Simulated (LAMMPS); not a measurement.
Melts of Cu (fcc) with 50 % of Cu sites Pd cooled to 300 K at several rates.

Model: classical MD, pair style eam, the elements' _u3.eam files (universal-3 set of Foiles, Baskes and Daw), run in LAMMPS.

| cooling rate (K/s) | energy above the crystal | state | density | coordination number of Cu by Pd | rough cost |
|---|---|---|---|---|---|
| 1e+12 | 0.036 eV/atom | glass | 10.3 g/cm³ (one sample) | 7.18 (counted to 3.50 Å) | 70 core-minutes |
| 1e+13 | 0.038 eV/atom | glass | 10.3 g/cm³ (one sample) | 7.08 (counted to 3.46 Å) | 11 core-minutes |
| 1e+14 | 0.042 eV/atom | glass | 10.3 g/cm³ (one sample) | 7.10 (counted to 3.50 Å) | 3 core-minutes |

Costs are rough and include melting and analysis.
